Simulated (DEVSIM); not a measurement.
Structure: abrupt Ge p-n junction, at 300 K.

Layer 1 from the left is Ge, thickness (μm) 2.00, Na (cm⁻³) 1e17, τn (s) 0.00075, τp (s) 0.00075. Layer 2 from the left is Ge, thickness (μm) 0.890, Nd (cm⁻³) 2.2e16, τn (s) 0.00075, τp (s) 0.00075.

Left contact: ohmic. Right contact: ohmic. Voltage is applied to the left contact. Recombination: SRH at mid-gap, radiative, Auger. Mobility is μmin + (μ − μmin)/(1 + (N/Nref)^α).

This is a model device: material constants are rounded textbook-type values typed into the input, and sizes, dopings and lifetimes were drawn at random. Values at 300 K.

Ge: gap (eV) 0.664, affinity (eV) 4, permittivity 16, Nc (cm⁻³) 1.04e19, Nv (cm⁻³) 6e18, μn (cm²/Vs) 3900, μp (cm²/Vs) 1900, μn,min 150, μp,min 100, Nref,n 2.6e17, Nref,p 4e17, αn 0.56, αp 0.6, B (cm³/s) 6.4e-14, Cn (cm⁶/s) 1e-31, Cp (cm⁶/s) 1e-31.

Simulated with DEVSIM: 1D drift-diffusion, Boltzmann statistics, complete ionisation; no tunnelling, impact ionisation, image-force lowering or self-heating.

Task: What does the simulation give for the largest field in the device at zero bias, the dark forward voltage at 100 A/cm²?

Result: largest field in the device at zero bias 38000 V/cm; dark forward voltage at 100 A/cm² 0.284 V.
